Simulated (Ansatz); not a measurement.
# Au, response to strain

Start from Au in the fcc (Cu type) structure (space group Fm-3m, No. 225; a = 4.125 Å; relaxed with 0.1 eV smearing). Axes: x, y, z lie along the cube axes.

Strains are applied to the cell and any free atomic positions relax; under biaxial strain the out-of-plane vector relaxes too.

All numbers come from r2SCAN (Ansatz, a quantum-chemistry and plane-wave program; PAW; 500 eV plane waves; without spin-orbit coupling).

Notes on the quantities. energy relative to the base: free energy F; pressure: mean of the normal stresses, compression positive.

```json
[
 {"case": "base", "out-of-plane strain": "–", "energy relative to the base": "0 meV/atom", "pressure": "0.0 GPa"},
 {"case": "biaxial strain −3.00 %, plane normal [001], relaxed out of plane", "out-of-plane strain": "+5.23 %", "energy relative to the base": "+7.6 meV/atom", "pressure": "1.9 GPa"},
 {"case": "biaxial strain −2.50 %, plane normal [001], relaxed out of plane", "out-of-plane strain": "+4.39 %", "energy relative to the base": "+4.8 meV/atom", "pressure": "1.5 GPa"},
 {"case": "biaxial strain −2.00 %, plane normal [001], relaxed out of plane", "out-of-plane strain": "+3.55 %", "energy relative to the base": "+2.8 meV/atom", "pressure": "1.0 GPa"},
 {"case": "biaxial strain −1.50 %, plane normal [001], relaxed out of plane", "out-of-plane strain": "+2.69 %", "energy relative to the base": "+1.4 meV/atom", "pressure": "0.6 GPa"},
 {"case": "biaxial strain −1.00 %, plane normal [001], relaxed out of plane", "out-of-plane strain": "+1.81 %", "energy relative to the base": "+0.5 meV/atom", "pressure": "0.4 GPa"},
 {"case": "biaxial strain −0.50 %, plane normal [001], relaxed out of plane", "out-of-plane strain": "(withheld)", "energy relative to the base": "+0.1 meV/atom", "pressure": "(withheld)"}
]
```

Q: Fill in the withheld entries from the trend.

A: 
- biaxial strain −0.50 %, plane normal [001], relaxed out of plane, out-of-plane strain: +0.91 %
- biaxial strain −0.50 %, plane normal [001], relaxed out of plane, pressure: 0.2 GPa

Whether these cells are dynamically stable was not tested.
